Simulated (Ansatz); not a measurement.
Base system: GaAs in the zinc blende structure (space group F-43m, No. 216; a = 5.666 Å).

The change: a hydrostatic pressure of 9 GPa.

Levels (all Ansatz, an electronic-structure program, PAW, earlier PAW set): r2SCAN (500 eV, no SOC); HSE06 (420 eV, spin-orbit coupling left out); HSE06+SOC (420 eV, with spin-orbit coupling).

At the geometry relaxed with r2SCAN, these levels gave the following band gaps, in shuffled order: (a) 1.56 eV, (b) 1.74 eV, (c) 1.86 eV.

Problem. Match each gap to its level.

Solution. (a) r2SCAN; (b) HSE06+SOC; (c) HSE06.

Single points use the geometry relaxed with r2SCAN. HSE06 was sampled on its mesh, a few special points and the semilocal edge points, so its gap is an upper bound. The spin-orbit shifts are approximate. Load acts through the strain it causes; cell and atoms are relaxed under it. Whether these cells are dynamically stable was not tested. Tetrahedral semiconductors of this kind turn to denser phases somewhere between about 1 and 50 GPa; those were not computed, so compressed cells here can lie past the real transition.
